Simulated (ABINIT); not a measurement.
# Pressure against volume in zinc-blende BAs (space group 216) (ABINIT, PBEsol)

```yaml
crystal:
  lattice:
    - [0.00000, 2.32061, 2.32061]
    - [2.32061, 0.00000, 2.32061]
    - [2.32061, 2.32061, 0.00000]
  atoms:
    - { symbol: B, position: [0.00000, 0.00000, 0.00000] }
    - { symbol: As, position: [0.75000, 0.75000, 0.75000] }
```

Method: PBEsol, norm-conserving pseudopotentials (PseudoDojo nc-sr-04 PBEsol standard) (plane waves; ABINIT 10.0.3). Settings: pseudos = [B.upf, As.upf]; ecut = 55 Ha; occopt = 3; tsmear = 0.00036749 Ha; ngkpt = 12 12 12; nshiftk = 1; shiftk = 0 0 0; potentials = PseudoDojo nc-sr-04 PBEsol standard; nband = 14; kptopt = 1; nstep = 50; toldfe = 1e-09 Ha. The cell above is the first row's. The rows scale it uniformly. In all rows fractional positions and the k mesh are held.

```csv
V (Å^3/atom),P (GPa)
12.497,13.46
12.769,9.48
13.040,5.89
13.312,2.64
13.584,-0.29
13.855,-2.93
14.127,-5.32
14.399,-7.48
14.670,?
```

Question: Using a cubic, estimate the missing P at V = 14.670 from the other rows, showing the fit.

Answer: With u = V - 13.4, the rows have u = -0.9030, -0.6310, -0.3600, -0.0880, 0.1840, 0.4550, 0.7270, 0.9990. Least squares gives P = 1.658 - 10.9775·u + 2.0866·u² - 0.2553·u³. Residuals (row less fit): 0.000, 0.000, -0.002, 0.000, 0.003, -0.001, -0.002, 0.001; standard error 0.002 (degrees of freedom: 4). The fitted pressure is zero at V0 = 13.56, where dP/dV = -10.35, so B0 = -V0·dP/dV = 140 GPa. At the withheld row, u = 1.2700, so P = 1.658 - 10.9775 × 1.2700 + 2.0866 × 1.2700² - 0.2553 × 1.2700³ = -9.441 GPa. The calculation gives -9.42 GPa, 0.021 GPa above the prediction (0.1 % of the range of P in the table). The row lies outside the fitted rows, so this is an extrapolation. From the scatter of the fitted rows alone, a prediction at this place has a standard error of 0.006 GPa, so the miss is 3.6 times that.

Carrying the step between the two nearest rows on in a straight line would have given -9.63, off by 0.21; series whose last step already gives the withheld value aren't shown. The scan was laid around a cell of about the measured size, scaled by a guess for this functional. The runs keep the symmetry of the cell, so they don't test it for distortions. Cutoffs and mesh are single choices, not tested for convergence of this quantity. Series with a scatter that would blur these digits, or in which a gap closes, are not shown.

Terms beyond the fitted order, or numerical noise in single rows, can give a miss of this size; the table doesn't tell which.
